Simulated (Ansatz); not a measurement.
Results of PBEsol in Ansatz (plane waves, PAW) for L1₂ (Cu3Au-type) Al3Sc.

Settings: plane-wave cutoff 500 eV, 14×14×14 k mesh, Fermi–Dirac smearing 0.1 eV, scalar-relativistic PAW data made under PBE.

Computed at the level's own relaxed cell.

Q: Give the computed volume per atom and lattice parameter a.

A: 
volume per atom: 16.88 Å³/atom
lattice parameter a: 4.072 Å

Measured, for comparison: equilibrium volume per atom 17.27 Å³/atom, lattice constant a 4.103 Å (room temperature, no zero-point or thermal correction; as tabulated in A Combined Experimental and First-Principles Based Assessment of …). Computed (rounded) less measured: equilibrium volume per atom -2.3 %, lattice constant a -0.8 %. A static lattice is as a rule a little smaller and stiffer than an uncorrected measurement, which narrows the difference in the lattice constant a and would widen misses of the other sign.

Ansatz is an electronic-structure program.
